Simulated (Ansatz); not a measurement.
How far to go with shifted k-point meshes: Na (Im-3m, 1 atom in the cell)

```xyz
1
Lattice="-2.1406 2.1406 2.1406 2.1406 -2.1406 2.1406 2.1406 2.1406 -2.1406" Properties=species:S:1:pos:R:3 pbc="T T T"
Na     0.0000     0.0000     0.0000
```

Method of the run: PBE (plane waves, PAW; Ansatz, a first-principles code).

Base settings: basis.ecutwfc = 420 eV; kpoints.mp_grid.grid = 11 11 11; hamiltonian.xc = pbe; hamiltonian.pseudopotentials = {kind: paw} (the program's default PAW files); scf.occupations.method = fermi_dirac; scf.occupations.width = 0.1 eV.

In this ladder: kpoints.mp_grid.shift = 0.5 0.5 0.5.

Only quantities that move along the ladder and can be compared are tabulated.

The count of work is k-points × plane waves × bands × iterations; it is no time. 

The starting cell has typed, rounded lattice constants, without a prior relaxation at this level. Its lattice was rescaled by up to half a per cent. Ansatz's pressure includes its estimate of the finite-basis (Pulay) stress.

```csv
kpoints.mp_grid.grid,free energy less the last step's (meV/atom),pressure (GPa),count of work / last
2 2 2,75.11,0.05,0.0018
3 3 3,22.81,-0.36,0.0035
4 4 4,-5.18,-0.34,0.0053
5 5 5,34.51,-0.30,0.0088
6 6 6,-18.03,-0.45,0.012
7 7 7,10.30,-0.37,0.018
8 8 8,-4.88,-0.42,0.023
9 9 9,0.77,-0.40,0.031
10 10 10,-1.18,-0.41,0.039
11 11 11,-0.26,-0.40,0.049
13 13 13,0.17,-0.40,0.074
14 14 14,-0.01,-0.40,0.088
16 16 16,0.20,-0.40,0.12
17 17 17,-0.23,-0.40,0.14
19 19 19,-0.19,-0.40,0.19
21 21 21,-0.07,-0.40,0.25
23 23 23,-0.02,-0.40,0.32
26 26 26,0.00,-0.40,0.44
29 29 29,0.00,-0.40,0.60
32 32 32,-0.01,-0.40,0.78
35 35 35,0.00,-0.40,1.0
```

Coarsest kpoints.mp_grid.grid that holds the free energy within 2 meV/atom of the last step, with all finer ones: 9 9 9, at 0.031 of the last step's count of work; the step before is off by 4.9 meV/atom.

Coarsest kpoints.mp_grid.grid that holds the pressure within 0.05 GPa of the last step, with all finer ones: 6 6 6, at 0.012 of the last step's count of work; the step before is off by 0.10 GPa.

Keys are those of Ansatz 0.2.
